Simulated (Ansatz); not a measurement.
# Effect of biaxial strain +2.50 %, plane normal [111], relaxed out of plane on MgS

The parent structure is MgS in the rock salt structure (space group Fm-3m, No. 225; a = 5.203 Å). Axes: x, y, z lie along the cube axes.

It is then changed as follows: tensile biaxial strain of 2.50 % in the plane normal to [111], as in epitaxy on a mismatched substrate; the out-of-plane cell vector and the atoms relax.

Calculations: r2SCAN in Ansatz (plane waves to 500 eV, PAW, no spin-orbit coupling). k-mesh 11×11×11 (Γ-centred); smearing 0.05 eV (Fermi–Dirac).

The volume per atom grows by 0.666 Å³ (17.61 Å³ → 18.27 Å³) and the space group becomes R-3m (No. 166) (base: Fm-3m (No. 225)). The shortest interatomic distance rises by 0.033 Å (2.602 Å → 2.635 Å) and the energy increases by 12 meV/atom. The band gap falls by 0.32 eV to 3.14 eV and the gap character amounts to indirect, Γ → F. The smallest direct gap drops by 0.55 eV, from 4.64 eV to 4.09 eV and the hole mass amounts to 0.21 mₑ out of plane, 1.8 mₑ in plane (at Γ). The valence-band top at Γ (three highest levels, from the VBM) becomes 0.00, -0.32, -0.32 eV (base: 0.00, 0.00, 0.00 eV) and the out-of-plane strain amounts to -1.22 %. The ratio −ε⊥/ε∥ comes out as 0.49.

Final structure (turned so that z lies along the plane normal):

```
CELL_PARAMETERS angstrom
      3.77108     0.00000     0.00000
      1.88554     3.26585     0.00000
      1.88554    -1.08862     2.96736
ATOMIC_POSITIONS crystal
  Mg 0.00000 0.00000 0.00000
  S  0.00000 0.50000 0.50000
```

Masses are band curvatures over ±0.01 Å⁻¹ around the edge. No phonon test of stability was made. Labels are those of the standard path for the cell's own space group.

Ansatz is a first-principles code.
